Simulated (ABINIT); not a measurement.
A self-consistent single point of MoTe₂ (P1, 6 atoms in the cell) with ABINIT.

Level of theory: PBE, PAW (JTH v2.0 PBE PAW) (plane waves; ABINIT).

The change in words: lattice scaled by 0.98. Reference geometry:
```
CELL_PARAMETERS angstrom
      1.76000    -3.04841     0.00000
      1.76000     3.04841     0.00000
      0.00000     0.00000    13.96000
ATOMIC_POSITIONS crystal
  Te 0.33972 0.64366 0.87762
  Te 0.68308 0.35618 0.38375
  Te 0.67248 0.33391 0.12378
  Te 0.31317 0.64053 0.62159
  Mo 0.32263 0.64889 0.24832
  Mo 0.66891 0.37685 0.74493
```

Reference input (self-consistent single point, DFT, PBE, plane waves, PAW (JTH v2.0 PBE PAW)): pseudos = [Te.GGA_PBE-JTH.xml, Mo.GGA_PBE-JTH.xml]; ecut = 544 eV; pawecutdg = 1088 eV; pawxcdev = 0; ixc = 11; occopt = 3; tsmear = 0.00036749 Ha; ngkpt = 5 5 1; nshiftk = 1; shiftk = 0 0 0; potentials = JTH v2.0 PBE PAW; nband = 34. This run's input differs from it in these lines:

```diff
@@ -5,5 +5,5 @@
 rprim
-         3.3259179793   -5.7606581258    0.0000000000
-         3.3259179793    5.7606581258    0.0000000000
-         0.0000000000    0.0000000000   26.3805766998
+         3.2593996198   -5.6454453035    0.0000000000
+         3.2593996198    5.6454453035    0.0000000000
+         0.0000000000    0.0000000000   25.8529651658
 natom 6
@@ -13,8 +13,8 @@
 xcart
-         3.2706445484    1.7508425848   23.1522272456
-         3.4565101488   -1.8831764233   10.1235726891
-         3.3471639434   -1.9504321069    3.2654141645
-         3.1718947177    1.8858090441   16.3979554320
-         3.2311958353    1.8794377562    6.5508775672
-         3.4781020083   -1.6824866155   19.6517093815
+         3.2052316575    1.7158258365   22.6891827007
+         3.3873799458   -1.8455130060    9.9211012353
+         3.2802206645   -1.9114235800    3.2001058812
+         3.1084568234    1.8480929745   16.0699963233
+         3.1665719186    1.8418491120    6.4198600159
+         3.4085399682   -1.6488369826   19.2586751939
 ecut 544 eV
```

Output, abridged:

```
--- !BeginCycle
solver: {iscf: 17, nstep: 80, nline: 4, wfoptalg: 10, }
tolerances: {tolvrs: 1.00E-11, }
...

     iter   Etot(hartree)      deltaE(h)  residm     nres2
 ETOT  1  -170.23378368993    -1.702E+02 5.725E-01 1.128E+01
 ETOT  2  -170.99187069635    -7.581E-01 2.519E-02 2.034E+00
 ETOT  3  -170.98436000978     7.511E-03 4.694E-03 9.955E-01
 ETOT  4  -170.98196843332     2.392E-03 4.230E-03 7.266E-02
 ETOT  5  -170.98171289742     2.555E-04 1.084E-03 1.394E-02
   [... 13 lines left out ...]
 ETOT 19  -170.98170096706    -6.338E-12 5.732E-06 9.759E-11
 ETOT 20  -170.98170096706     3.411E-13 7.895E-06 4.789E-11
 ETOT 21  -170.98170096706    -7.390E-13 2.931E-06 2.688E-11
 ETOT 22  -170.98170096706     1.080E-12 4.020E-06 7.237E-12
 At SCF step   22       nres2   =  7.24E-12 < tolvrs=  1.00E-11 =>converged.

 Cartesian components of stress tensor (hartree/bohr^3)
  sigma(1 1)= -3.21349528E-04  sigma(3 2)= -1.75373419E-05
  sigma(2 2)= -4.83195637E-04  sigma(3 1)=  4.89175315E-05
  sigma(3 3)= -5.58084097E-04  sigma(2 1)=  9.76900275E-05

 ----iterations are completed or convergence reached----

 reduced coordinates (array xred) for    6 atoms
       0.339725000001      0.643655999994      0.877624000001
       0.683083999985      0.356180999993      0.383750999998
       0.672482999992      0.333904999986      0.123781000000
       0.313165000004      0.640524999994      0.621591999998
       0.322633000000      0.648886999991      0.248322000000
       0.668911000002      0.376845999997      0.744930999999
 cartesian forces (eV/Angstrom) at end:
   [... lines left out ...]
 Fermi (or HOMO) energy (hartree) =  -0.10601   Average Vxc (hartree)=  -0.39107
   [... lines left out ...]
'-kT*entropy'       : -8.48801665082922E-15
total_energy        : -1.70981701213203E+02
total_energy_eV     : -4.65264870474831E+03
...

-Cartesian components of stress tensor (GPa)         [Pressure=  1.3363E+01 GPa]
- sigma(1 1)= -9.45442794E+00  sigma(3 2)= -5.15966325E-01
- sigma(2 2)= -1.42161041E+01  sigma(3 1)=  1.43920322E+00
- sigma(3 3)= -1.64193982E+01  sigma(2 1)=  2.87413935E+00

 Calculation completed.
```

The run converged in 22 iterations. Against the reference run the free energy rises by 84.2 meV/atom, the pressure goes from 5.42 to 13.36 GPa, the largest force goes from 3.466 to 4.018 eV/Å and the gap on the mesh goes from 0.602 to 0.548 eV.

The starting cell has typed, rounded lattice constants, without a prior relaxation at this level. Its atoms were displaced at random from the sites of space group no. 194. For this run, on top of that: lattice scaled by 0.98. Spin-orbit coupling is off. With a pressure of about 13 GPa the cell is away from its equilibrium volume at this level. Forces in this geometry exceed 1 eV/Å.

Cost on one core of a shared machine: roughly 4 min.
